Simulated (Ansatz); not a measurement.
Consider K in the bcc (W type) structure (space group Im-3m, No. 229; a = 5.215 Å; relaxed with 0.1 eV smearing). Axes: x, y, z lie along the cube axes.

Calculations: PBEsol, PAW, 420 eV (Ansatz, a quantum-chemistry and plane-wave program; no spin-orbit coupling).

It is then changed as follows: uniaxial strain ε_zz = −2.50 %, all other strain components held at zero, atoms relaxed at fixed cell.

How does this affect the energy relative to the base and stress?

The energy grows by 0.7 meV/atom; the stress (xx, yy, zz, yz, xz, xy; compression positive) amounts to (0.1, 0.1, 0.1, 0.0, 0.0, 0.0) GPa.

Whether these cells are dynamically stable was not tested.
